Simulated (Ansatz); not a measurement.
## Effect of pressure 0.3 GPa on KCl

Base system: KCl in the rock salt structure (space group Fm-3m, No. 225; a = 6.243 Å).

It is then changed as follows: a hydrostatic pressure of 0.3 GPa.

The values are results of Kohn–Sham DFT with the PBEsol functional, run in Ansatz (a quantum-chemistry and plane-wave program) with PAW and 420 eV plane waves, no SOC, not measurements. Γ-centred 9×9×9 mesh, Fermi–Dirac width 0.05 eV.

| quantity | base | changed | shift |
|---|---|---|---|
| volume per atom | 30.41 Å³ | 29.95 Å³ | -0.46 Å³ |
| density | 2.04 g/cm³ | 2.07 g/cm³ | +0.03 g/cm³ |
| lattice parameter a | 6.243 Å | 6.211 Å | -0.032 Å |
| shortest interatomic distance | 3.121 Å | 3.105 Å | -0.016 Å |
| band gap | 5.10 eV | 5.15 eV | +0.05 eV |
| gap character | direct at Γ | direct at Γ | – |
| mean gap deformation potential ΔEg/Δln V | – | -3.3 eV | – |
| width of the top valence band | 0.50 eV | 0.51 eV | +0.01 eV |
| electron mass | 0.43 mₑ (at Γ) | 0.43 mₑ (at Γ) | – |
| valley order (the lowest conduction-band minima on the path, energy above the VBM, named in the base's zone) | Γ 5.10 eV; X along ⟨100⟩ 6.37 eV | Γ 5.15 eV; X along ⟨100⟩ 6.35 eV | – |

Final structure:

```xyz
2
Lattice="0.0000 3.1054 3.1054 3.1054 0.0000 3.1054 3.1054 3.1054 0.0000" Properties=species:S:1:pos:R:3 pbc="T T T"
K      0.0000     0.0000     0.0000
Cl     3.1054     3.1054     3.1054
```

Load acts through the strain it causes; cell and atoms are relaxed under it. Effective masses come from finite differences of ±0.01 Å⁻¹. Whether these cells are dynamically stable was not tested.
